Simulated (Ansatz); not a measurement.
A slab with vacuum along the third vector:

```
CELL_PARAMETERS angstrom
      4.39647     0.00000     0.00000
      0.00000     6.21755     0.00000
      0.00000     0.00000    27.00000
ATOMIC_POSITIONS crystal
  Pb 0.50000 0.50000 0.29796
  Se 0.50000 0.00000 0.29629
  Pb 0.00000 0.00000 0.36652
  Se 0.00000 0.50000 0.36732
  Pb 0.50000 0.50000 0.46447
  Se 0.50000 0.00000 0.46399
  Pb 0.00000 0.00000 0.53552
  Se 0.00000 0.50000 0.53601
  Pb 0.50000 0.50000 0.63349
  Se 0.50000 0.00000 0.63267
  Pb 0.00000 0.00000 0.70204
  Se 0.00000 0.50000 0.70372
```

Set-up: 12 atoms, Pb6Se6, 11.0 Å thick at the start; mesh 6x4x1; 0.025 eV smearing; dipole correction on; single point; on the structure that PBE left under its start's symmetry; no spin, no spin-orbit, no U.

Task: What is the computed surface energy (mean of both faces) (r2SCAN, at the PBE geometry (Ansatz, a program for electronic structure))?

Result: 0.33 J/m²

Task: What gap of the slab on its k-mesh does r2SCAN, at the PBE geometry give?

Result: 1.28 eV

Task: Estimate the highest filled level below the top vacuum level that r2SCAN, at the PBE geometry returns for this input.

Result: 4.90 eV
